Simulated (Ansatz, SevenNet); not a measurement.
**Lattice parameter a of CsCl-type NiAl: levels of theory against measurement**

Reference value: 2.882 Å (measured, extrapolated to 0 K, zero-point anharmonic expansion removed (Haas, Tran, Blaha 2009); as tabulated in Levämäki et al. (2014), arXiv:1402.3671).

```json
[
 {"level (code)": "SevenNet-l3i5", "value (Å)": "2.886"},
 {"level (code)": "PBE (Ansatz)", "value (Å)": "2.893"},
 {"level (code)": "r²SCAN (Ansatz)", "value (Å)": "[?]"},
 {"level (code)": "B3LYP (VWN-RPA form) (Ansatz)", "value (Å)": "2.888"},
 {"level (code)": "Hartree–Fock (Ansatz)", "value (Å)": "2.901"}
]
```

**Question.** Complete the blanks.

**Answer.** 
- r²SCAN (Ansatz, a program for electronic structure), value (Å): 2.863

Errors against the reference: SevenNet-l3i5 +0.14 %, PBE +0.38 %, r²SCAN -0.66 %, B3LYP (VWN-RPA form) +0.21 %, Hartree–Fock +0.66 %.

Once the reference is moved by up to 0.30 % (a margin picked here for doubts on the reference and the settings) and values within 0.10 % count as equal, the nearest can be SevenNet-l3i5 (+0.14 %), B3LYP (VWN-RPA form) (+0.21 %), PBE (+0.38 %) or r²SCAN (-0.66 %). Within 2 %: SevenNet-l3i5, PBE, r²SCAN, B3LYP (VWN-RPA form), Hartree–Fock.

The crystal itself was run without spin with PBE, r²SCAN, B3LYP (VWN-RPA form), Hartree–Fock; a magnetic state was not tried in these runs. B3LYP (VWN-RPA form), Hartree–Fock: the run has no spin polarisation, so it can have missed a magnetic state. Cutoffs and k meshes differ between the levels. Ansatz's density-functional and Hartree–Fock values are scalar-relativistic unless marked +SOC, with PAW data made under PBE.

Machine-learned potentials (SevenNet-l3i5) are trained on DFT data: a solid inside that data is no test of them.

Differences are worked out from the printed values.
